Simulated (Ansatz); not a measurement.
TiAl3 (I4/mmm, No. 139), treated with PBE-D3(BJ) (PAW; Ansatz, a quantum-chemistry and plane-wave program).

Input:

Ansatz 0.2 input:
```yaml
crystal:
  lattice:
    - [-1.9224721233, 1.9224721233, 4.3031108931]
    - [1.9224721233, -1.9224721233, 4.3031108931]
    - [1.9224721233, 1.9224721233, -4.3031108931]
  atoms:
    - { symbol: Ti, position: [0.0, 0.0, 0.0] }
    - { symbol: Al, position: [0.5, 0.5, 0.0] }
    - { symbol: Al, position: [0.75, 0.25, 0.5] }
    - { symbol: Al, position: [0.25, 0.75, 0.5] }
basis:
  ecutwfc: 520
  ecutrho_ratio: 4
  xc_grid: 2
kpoints:
  mp_grid: { grid: [20, 20, 20] }
hamiltonian:
  xc: pbe
  dispersion: d3bj
  pseudopotentials: { kind: paw }
scf:
  occupations: { method: fermi_dirac, width: 0.05 }
output:
  forces: true
  stress: true
  eigenvalues: true
relax:
  f_tol: 0.004
  escape_saddle: false
  max_steps: 80
  cell: { stress_tol: 0.02, fix: [volume] }
```

The run printed, among other lines:

```
Relaxation: its limit of steps is 80 (relax.max_steps)
Crystal: 4 atoms, lattice volume = 63.615 Å³
Basis set: ecut = 520 eV, 1737 PW (Γ), exchange–correlation on 80×80×80 points (8 copies of the dense FFT grid, shifted against one another)
Bands: 15, of which v1, the nominal top of the filled ones, is band 11 counted from 1 (10 counted from 0)
Symmetry: 16 space group operations
Space group: I4/mmm (ITA 139), of the structure as read, at distance tolerance 4.0e-5 Å
k-points: 641 of 8000
Functional: x = pbe(κ = 0.804, μ = 0.2195149727645171), c = pbe(β = 0.06672455060314922)
SCF iter   1: F=—  HF=-4115.442894 eV  |F-HF|=—  |Δ(HF+E_count)|=         —  Δρ=3.29e-3  dr2=9.89e-3
SCF iter   2: F=—  HF=-4115.441665 eV  |F-HF|=—  |Δ(HF+E_count)|=   1.23e-3  Δρ=1.58e-3  dr2=2.18e-3
  ...
SCF 1 converged in 6 iterations: F = -4115.441406 eV  dr2 = 2.16e-9
Crystal: 4 atoms, lattice volume = 63.615 Å³
Initial density: handed on by an earlier stage of this run
SCF 2 converged in 6 iterations: F = -4115.441430 eV  dr2 = 6.37e-12
Crystal: 4 atoms, lattice volume = 63.615 Å³
SCF 3 converged in 6 iterations: F = -4115.441438 eV  dr2 = 6.79e-13
Crystal: 4 atoms, lattice volume = 63.615 Å³
SCF iter   6: F=-4115.441437 eV  HF=-4115.441437 eV  |F-HF|=0.00e0  |Δ(HF+E_count)|=    0.00e0  Δρ=1.62e-9  dr2=1.07e-15
SCF iter   7: F=-4115.441437 eV  HF=-4115.441437 eV  |F-HF|=0.00e0  |Δ(HF+E_count)|=    0.00e0  Δρ=6.10e-10  dr2=1.52e-16
SCF 4 converged in 7 iterations: F = -4115.441437 eV  dr2 = 1.52e-16
SCF converged after 7 iterations
Free energy (F): -4115.441437 eV
Internal energy: -4115.427095 eV  (E = F + TS)
E sigma→0 (E₀):  -4115.434266 eV
Fermi energy:    9.514462 eV
--- Forces (eV/Å), atoms counted from 1 ---
  atom   1  Ti    -0.00000000    -0.00000000     0.00000000
  atom   2  Al     0.00000000    -0.00000000     0.00000000
  atom   3  Al     0.00000000     0.00000000     0.00000000
  atom   4  Al    -0.00000000     0.00000000    -0.00000000
--- Stress (GPa, compression-positive) ---
       -4.166973       0.000000       0.000000
        0.000000      -4.166973      -0.000000
        0.000000      -0.000000      -4.166908
  P = ⅓ Tr σ = -4.1670 GPa (-41.670 kbar)
```

The cell is one volume of an energy–volume scan, off the minimum.
